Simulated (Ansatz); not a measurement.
## BAs (model structure, started from the CsCl type, Pm-3m, No. 221, 2 atoms in the cell)

These are PBE (Ansatz, a first-principles code, plane waves, PAW) values and carry that method's errors.

Run with plane-wave cutoff 500 eV, 14×14×14 k mesh, Fermi–Dirac smearing 0.05 eV, scalar-relativistic PAW data made under PBE.

Cell (relaxed at this level):

```xyz
2
Lattice="2.9399 0.0000 0.0000 0.0000 2.9399 0.0000 0.0000 0.0000 2.9399" Properties=species:S:1:pos:R:3 pbc="T T T"
B      0.0000     0.0000     0.0000
As     1.4700     1.4700     1.4700
```

| Property | Value |
|---|---|
| band gap | none |

Note: the relaxation could raise the start's symmetry but not lower it, so the cell can be a saddle point.

Spin–orbit coupling is not included.

Static lattice: no zero-point or thermal effects.

A model structure was made by putting elements into a prototype or built by hand; it is no filed structure, need not be a known phase, and can be a saddle point held by its symmetry.
